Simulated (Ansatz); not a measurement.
The reference is WSi2 (space group I4/mmm, No. 139; a = 3.2122 Å, c = 7.8065 Å; relaxed with 0.1 eV smearing). Axes: x, y, z lie along a, b, c of the conventional cell.

Level of theory: plane-wave PAW DFT at the r2SCAN level (Ansatz, an electronic-structure program, 500 eV), no SOC, earlier PAW set.

For the base:

```
Item                            Result
-----------------------------  -------
Pressure                       0.0 GPa
Shortest interatomic distance  2.579 Å
```

It is then changed as follows: a pure shear with ε_xy = ε_yx = -0.0107; the atoms relax in the strained cell.

What does the calculation give for the energy relative to the base, pressure and shortest interatomic distance after the change?

The energy goes up by 4.2 meV/atom; the pressure (mean of the normal stresses, compression positive) hardly moves (0.0 GPa against 0.1 GPa); the shortest interatomic distance stays 2.579 Å.

Whether these cells are dynamically stable was not tested. The final runs are not spin-polarised.
